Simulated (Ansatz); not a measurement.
OH on the 1x1 (111) surface of fcc Ir, one in a 2x2 cell, started at the site 'top Ir'

Calculation: r2SCAN, at the PBE geometry and the start's symmetry (plane waves to 500 eV, PAW; Ansatz, an electronic-structure program).

Model: 18-atom slab, 6.6 Å thick at the start under the adsorbate (thin: gaps and levels are the slab's own), 6x6x1 mesh, Fermi-Dirac 0.1 eV, dipole correction, single point; no symmetry held, on the structure that PBE left; spin-polarised, no spin-orbit, no U, no dispersion correction. The starting moment vanished. The program's check for a lower electronic state was not made. At the end it is bonded to Ir. In PBE it is, or lies within 0.03 eV of, the lowest of the starts that converged; the order may differ at this level.

| Property | Result |
|---|---|
| adsorption energy against H2O(g) − ½ H2(g) at the same level | 0.51 eV |
| work function of the top face | 5.68 eV |
| change of the work function | 0.14 eV |
| change of the step from the bottom to the top vacuum level, against the clean slab | 0.11 eV |
| height of the binding atom over the mean of the host atoms within 0.3 Å of the top one | 2.067 Å |
| magnetic moment of the cell | 0.00 μB |
| nearest host atoms of the binding atom | Ir at 1.98 Å, Ir at 3.39 Å, Ir at 3.41 Å |
| caution | the clean host was not checked against rearrangement in a larger or rattled cell |
| cost | roughly 30 core-minutes |

A negative adsorption energy means that the adsorbate is more stable on the surface than in its reference.
